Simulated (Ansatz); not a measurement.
Take SrSnSe3 in the cubic perovskite structure (space group Pm-3m, No. 221; a = 5.323 Å; a hypothetical phase, not in the database extracts checked) as the base. Axes: x, y, z lie along the cube axes.

All numbers come from plane-wave PAW DFT at the PBE level (Ansatz, a first-principles code, 420 eV), no spin-orbit coupling.

Before the change:

| Property | Value |
|---|---|
| Shortest interatomic distance | 2.661 Å |
| Pressure | 0.0 GPa |
| Band gap | zero |

Now apply this change: tensile biaxial strain of 1.75 % in the plane normal to [111], as in epitaxy on a mismatched substrate; the out-of-plane cell vector and the atoms relax.

Task: Predict the new shortest interatomic distance, pressure, energy relative to the base and band gap.

Result: The shortest interatomic distance grows by 0.012 Å (2.661 Å → 2.673 Å); the pressure (mean of the normal stresses, compression positive) goes from zero to -0.5 GPa; the energy rises by 2.5 meV/atom; the band gap remains zero.

Without a gap, meshes like the base's 9×9×9 leave anisotropic stresses uncertain by several tenths of a GPa, and small strain energies with them. Stability against distortions was not tested. All final runs are without spin polarisation. Many cubic perovskites are stable only at high temperature; tilts and polar distortions were not tested.
